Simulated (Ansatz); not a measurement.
The starting structures come from a database of crystals and need not be the phases stable at ambient conditions.

By PBEsol, the system below comes out a metal.

Without scattering a metal conducts by its projected Fermi surface.

Given:

```yaml
crystal:
  lattice:
    - [4.67647, 0.00000, 0.00000]
    - [-2.33823, 4.04994, 0.00000]
    - [0.00000, 0.00000, 2.74310]
  atoms:
    - { symbol: Nb, position: [0.00000, 0.00000, 0.00000] }
    - { symbol: Au, position: [0.66667, 0.33333, 0.50000] }
    - { symbol: Au, position: [0.33333, 0.66667, 0.50000] }
```

Space group of this cell: P6/mmm. The cell is taken as given; by PBEsol its mean pressure is -5.4 GPa.

The current flows along the normal of the first two printed cell vectors, the (001) plane of the conventional cell. No spin-orbit coupling; the value is a mean over 0.1 eV about the Fermi level.

Task: Compute, with PBEsol run with Ansatz (an electronic-structure program), the ballistic conductance per area.

Result: 0.62 × 10¹⁵ S/m² for both spins.
